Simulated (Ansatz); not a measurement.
Base system: TiO2 in the anatase structure (space group I4_1/amd, No. 141; a = 3.799 Å, c = 9.701 Å). Axes: x, y, z lie along a, b, c of the conventional cell.

Computed with PBE (Ansatz, a program for electronic structure, PAW, spin-orbit coupling left out).

For the base:

* **Band gap**: 2.13 eV

Perturbation: biaxial strain −2.40 %, plane normal [001], relaxed out of plane (Cartesian); in-plane vectors clamped, the third vector and the atoms free.

### Question
Predict the new ratio −ε⊥/ε∥, band gap and energy relative to the base.

### Answer
The ratio −ε⊥/ε∥ amounts to 1.61; the band gap goes up by 0.25 eV, from 2.13 eV to 2.38 eV; the energy grows by 11 meV/atom.

No phonon test of stability was made. All final runs are without spin polarisation.
